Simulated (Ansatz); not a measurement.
Start from VO₂ in the rutile structure (space group P4_2/mnm, No. 136; a = 4.584 Å, c = 2.839 Å; ferromagnetic).

Calculations: Ansatz (a first-principles code) PBE, without spin-orbit coupling.

For the base:

| Quantity | Value |
|---|---|
| Volume per atom | 9.94 Å³ |
| Largest site moment | 0.83 μB |

One thing is altered: cell and atoms relaxed at a pressure of 7 GPa.

**Question.** Predict the new volume per atom.

**Answer.** The volume per atom decreases by 0.28 Å³, from 9.94 Å³ to 9.66 Å³.

**Question.** How does this affect the largest site moment?

**Answer.** The largest site moment hardly moves (0.83 μB against 0.82 μB).

The magnetic state is the one reached from the starting moments; the real material's order can differ, and small cells can't hold many antiferromagnetic ones. Load acts through the strain it causes; cell and atoms are relaxed under it. Stability against distortions was not tested. No other phases were tried under pressure. No Hubbard U is applied, and correlation can decide whether such a compound is a metal.
